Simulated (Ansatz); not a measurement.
Data:

```yaml
crystal:
  lattice:
    - [2.68232, 0.00000, 0.00000]
    - [0.00000, 5.94585, 0.00000]
    - [0.00000, 2.97292, 2.97292]
  atoms:
    - { symbol: Si, position: [0.00000, 0.00000, 0.00000] }
    - { symbol: Si, position: [0.50000, 0.50000, 0.00000] }
    - { symbol: O, position: [0.00000, 0.69385, 0.61229] }
    - { symbol: O, position: [0.50000, 0.80615, 0.00000] }
    - { symbol: O, position: [0.00000, 0.30615, 0.38771] }
    - { symbol: O, position: [0.50000, 0.19385, 0.00000] }
```

The cell was relaxed by PBE-D3(BJ); by r2SCAN it stands under a pressure of -4.6 GPa.

Transport runs along the normal of the first two printed cell vectors, the (110) plane of the conventional cell.

The gap is the functional's own. No spin-orbit coupling. Mid-gap values are those at the computed energy nearest the middle.

Problem. Compute, with r2SCAN run with Ansatz (an electronic-structure program), the band gap and the smallest decay constant κ at mid-gap.

Solution. Gap 6.25 eV on a 12×10×10 mesh; κ = 0.429 1/Å, at the zone centre.
